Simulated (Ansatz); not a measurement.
Here is the system:

```
CELL_PARAMETERS angstrom
      4.99740     0.00000     0.00000
     -2.49870     4.32788     0.00000
      2.49870     1.44263     4.48355
ATOMIC_POSITIONS crystal
  Ga 0.28882 0.14441 0.56677
  Ga 0.71118 0.85559 0.43323
  Ga 0.71118 0.35559 0.93323
  Ga 0.28882 0.64441 0.06677
  O  0.80316 0.55316 0.25000
  O  0.19684 0.44684 0.75000
  O  0.19684 0.25000 0.25000
  O  0.80316 0.75000 0.75000
  O  0.50000 0.94684 0.25000
  O  0.50000 0.05316 0.75000
```

Space group of this cell: R-3c, corundum. The cell is taken as given; by r2SCAN its mean pressure is -1.4 GPa.

The numbers are results of r2SCAN (plane waves, PAW; Ansatz, a program for electronic structure), not measurements.

The current runs along the normal of the first two printed vectors; no spin-orbit coupling. Scaled by the factor s: the length along the current (ions clamped). Meshes 8×8×8 and 12×12 across the current in all rows.

| s | mean pressure (GPa) | band gap (eV) |
|---|---|---|
| 0.97 | 5.5 | 3.77 |
| 1.00 | -1.4 | 3.50 |
| 1.03 | -7.2 | ? |

Q: Take the slope of the band gap against ln s from the two given rows, extrapolate to s = 1.03, and say what the run there gives.

A: Slope = (3.77 − 3.50) / ln 0.97 = -8.86 eV. The line gives 3.50 + (-8.86) × ln 1.03 = 3.24 eV. The run gives 3.16 eV, 0.08 eV under the line, 30 % of the predicted step.
